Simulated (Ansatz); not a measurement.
For Au (model structure, started from the diamond type, Fd-3m, No. 227, 2 atoms in the cell), LDA in Ansatz (plane waves, PAW) gives:

- lattice constant a: 5.952 Å
- bulk modulus: 80.5 GPa
- cohesive energy: 3.33 eV/atom

### Question
What does PBEsol (Ansatz, an electronic-structure program, PAW) give for the same quantities?

### Answer

- lattice constant a: 6.025 Å (goes up by 1.2 %)
- bulk modulus: 69.3 GPa (drops by 14 %)
- cohesive energy: 2.79 eV/atom (drops by 0.54 eV/atom)

Changes are worked out from the printed values.

Unless a cell is named, each level is at its own relaxed cell (LDA 26.36, PBEsol 27.34 Å³/atom).

Levels without +SOC leave out spin–orbit coupling, which shifts energies and cells of such heavy elements.

Caveats: the bulk modulus is −V dP/dV from two relaxed cells at ±2 % in volume (LDA, PBEsol). Ansatz's density-functional and Hartree–Fock values are scalar-relativistic unless marked +SOC, with PAW data made under PBE.

A model structure was made by putting elements into a prototype or built by hand; it is no filed structure, need not be a known phase, and can be a saddle point held by its symmetry.
